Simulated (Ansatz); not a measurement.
A computed series for Sn: element substitutions

Take Sn (space group I4_1/amd, No. 141; a = 5.8862 Å, c = 3.1837 Å) as the base.

Each row replaces one element on all its sites; cell and atoms are relaxed.

Level of theory: Ansatz (a quantum-chemistry and plane-wave program) r2SCAN, spin-orbit coupling left out.

```
variant  c/a ratio  lattice parameter a
-------  ---------  -------------------
base         0.541              5.886 Å
Sn → Ge          …              5.132 Å
Sn → Si      0.554              4.792 Å
Sn → Pb      0.537              6.210 Å
Sn → Ga          …              5.253 Å
```

Complete the table.


- Sn → Ge, c/a ratio: 0.552
- Sn → Ga, c/a ratio: 0.515

Stability against distortions was not tested. As relaxed here, Pb and Ga are hypothetical phases, not in the database extracts checked. For Ge and Si in this form, whether it has been made was not checked. This is not the structure that Ge has at room temperature and ambient pressure. This is not the structure that Si has at room temperature and ambient pressure.
